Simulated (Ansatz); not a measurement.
Cubic perovskite KZnF3, treated with Hartree–Fock in Ansatz (plane waves, PAW).

Settings: plane-wave cutoff 460 eV, 6×6×6 k mesh, Fermi–Dirac smearing 0.01 eV, scalar-relativistic PAW data made under PBE.

Cell (relaxed at this level):

```cif
data_F3KZn
_chemical_formula_sum 'K1 Zn1 F3'
_space_group_name_H-M_alt 'P 1'
_space_group_IT_number 1
_cell_length_a 4.09615
_cell_length_b 4.09615
_cell_length_c 4.09615
_cell_angle_alpha 90.000
_cell_angle_beta 90.000
_cell_angle_gamma 90.000
loop_
_space_group_symop_operation_xyz
  'x, y, z'
loop_
_atom_site_label
_atom_site_type_symbol
_atom_site_fract_x
_atom_site_fract_y
_atom_site_fract_z
_atom_site_occupancy
K1 K 0.00000 0.00000 0.00000 1
Zn1 Zn 0.50000 0.50000 0.50000 1
F1 F 0.50000 0.00000 0.50000 1
F2 F 0.00000 0.50000 0.50000 1
F3 F 0.50000 0.50000 0.00000 1
```

**Question.** Predict the bulk modulus B0, band gap and smallest direct gap on the k points sampled.

**Answer.** 
* **bulk modulus B0**: 77.1 GPa
* **band gap**: 17.01 eV (on the SCF k mesh) (indirect)
* **smallest direct gap on the k points sampled**: 18.32 eV

Measured, for comparison: bulk modulus 80 GPa (temperature not stated, no zero-point or thermal correction, (C11+2C12)/3; as tabulated in Vaitheeswaran et al. (2016), arXiv:1609.00541). Computed (rounded) less measured: bulk modulus -4 %.

Static lattice: no zero-point or thermal effects.

It cost around 25 core-minutes (rough) of CPU time.

Ansatz is a quantum-chemistry and plane-wave program.
